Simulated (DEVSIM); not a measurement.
Device: Au/SiO2/n-Si capacitor, at 300 K.

```tsv
layer (left to right)	material	thickness (nm)	Nd (cm⁻³)
1	SiO2	2.70	-
2	Si	1400	1.6e17
```

Metal gate on the left, work function 5.1 eV. Fixed charge at the semiconductor interface 0 cm⁻² (in units of +e); no interface traps.

Constants are typed, rounded textbook-type inputs, not results; the design itself was drawn at random and stands for no fabricated device. Values at 300 K.

```csv
parameter,SiO2,Si
gap (eV),9,1.124
affinity (eV),0.9,4.05
permittivity,3.9,11.7
Nc (cm⁻³),-,2.86e19
Nv (cm⁻³),-,3.1e19
```

Simulated with DEVSIM: 1D Poisson equation in equilibrium, Boltzmann statistics, complete ionisation; no quantum confinement or tunnelling. Metal contacts follow the ideal Schottky-Mott rule: no Fermi-level pinning, no interface dipoles.

The fixed charge was swept, all else fixed.

```csv
fixed charge (cm^-2),threshold voltage (band bending 2φF) (V),flat-band voltage (V)
-3.3e12,0.31,1.33
-1.65e12,0.10,1.12
0,-0.10,0.92
1.65e12,-0.31,0.71
3.3e12,-0.51,0.50
```

From the first row to the last the threshold voltage (band bending 2φF) goes from 0.31 to -0.51. From the first row to the last the flat-band voltage goes from 1.33 to 0.50.
